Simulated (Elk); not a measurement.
A working Elk input for CuPb3 (Pm-3m, 4 atoms in the cell) (DFT, PBEsol, all-electron FP-LAPW, Elk's shipped species files, default APW+lo basis):

```
tasks
  0

xctype
  22

rgkmax
  7.0

stype
  1

swidth
  0.00999582

scale
  8.995757757

avec
    1.0000000000    0.0000000000    0.0000000000
    0.0000000000    1.0000000000    0.0000000000
    0.0000000000    0.0000000000    1.0000000000

atoms
  2   : nspecies
  'Cu.in'   : spfname
  1   : natoms; atposl, bfcmt below
  0.0000000000  0.0000000000  0.0000000000    0.0 0.0 0.0
  'Pb.in'   : spfname
  3   : natoms; atposl, bfcmt below
  0.0000000000  0.5000000000  0.5000000000    0.0 0.0 0.0
  0.5000000000  0.0000000000  0.5000000000    0.0 0.0 0.0
  0.5000000000  0.5000000000  0.0000000000    0.0 0.0 0.0

ngridk
  3 3 3
```

The run converged in 18 iterations: total energy -1753040.4684 eV; Fermi level (on the code's own zero) 5.94 eV. Each of these slips is then made, one at a time:

(1)
```diff
-  1
+  -1
```

(2)
```diff
+vkloff
+  1.0 1.0 1.0
+
```

Problem. Predict the outcome of each change.

Solution. 
(1) A value outside the range that the key allows. The program stopped before any SCF iteration, with the message: Error(getsdata): stype not defined : -1.

(2) A mesh shift typed as a flag of 1. The program stopped before any SCF iteration, with the message: Error(readinput): vkloff components should be in [0,1) : 1.000000000 1.000000000 1.000000000.

The starting cell comes from a database of computed structures (which also holds hypothetical and non-ambient phases and stackings), without a prior relaxation at this level. Spin polarisation is off. Values depend on the basis (sphere radii, cutoffs, local orbitals), which need not be converged. Without a gap this mesh is coarse (it stands for a supercell whose shortest vector is 14 Å).

Left out of this page: 2 runs of the series outside the window shown, repeating another row's setting, or not comparable; 1 run of the series stopped by limits of time or memory.
